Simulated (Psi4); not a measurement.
Psi4 1.11, WB97X/def2-svp: Ga(F)(OH)(NH2) ([NH2][Ga]([OH])[F]), 7 atoms. The geometry is a generated start, not checked to be a minimum at this level.

```yaml
task: energy
method: wb97x
basis: def2-svp
memory: 3 GB
maxiter: 100
keys_of_the_molecule_block: symmetry c1
scf_type: df (default)
diis_max_vecs: 10 (default)
e_convergence: 1e-06 (default)
d_convergence: 1e-06 (default)
dft_radial_points: 75 (default)
dft_spherical_points: 302 (default)
basis_functions: 89
grid_points: 152414
```

```xyz
7

Ga     0.3635    -0.1357     0.1423
F      2.0627    -0.3778    -0.2219
O     -0.1990    -0.8734     1.6066
H      0.4331    -1.3050     2.1855
N     -0.6570     0.9429    -0.9290
H     -1.6519     0.7430    -0.8896
H     -0.3513     1.0060    -1.8939
```

With the defaults (diis = true, scf_initial_accelerator = adiis, damping_percentage = 0, soscf = false, soscf_start_convergence = 0.01, diis_start = 1, guess = auto, which took SAD) it converges in 10 SCF iterations. One run each on 2 threads, with these changes:
- damping_percentage = 20
- diis = false, scf_initial_accelerator = none, damping_percentage = 60
- scf_initial_accelerator = none
- guess = modhuckel
- soscf = true
- guess = sap
- soscf = true, soscf_start_convergence = 0.1
- scf_initial_accelerator = ediis
- diis_start = 4

Name the settings that don't reach the solution of the defaults.

No convergence: diis = false, scf_initial_accelerator = none, damping_percentage = 60 (the run ends without SCF convergence in 100 iterations). The rest reach the solution of the defaults.

| setting | SCF iterations | JK calls | end |
|---|---|---|---|
| soscf = true, soscf_start_convergence = 0.1 | 6 | 22 | same solution |
| soscf = true | 7 | 23 | same solution |
| guess = sap | 9 | 9 | same solution |
| the defaults | 10 | 11 | same solution |
| scf_initial_accelerator = ediis | 10 | 11 | same solution |
| scf_initial_accelerator = none | 10 | 11 | same solution |
| guess = modhuckel | 11 | 41 | same solution |
| diis_start = 4 | 14 | 15 | same solution |
| damping_percentage = 20 | 18 | 19 | same solution |
| diis = false, scf_initial_accelerator = none, damping_percentage = 60 | 100 | 101 | no convergence |

An SOSCF iteration holds several JK calls; a Hückel guess adds calls on atoms. 1 further run of the study ended by our limits or in an error and is left out.
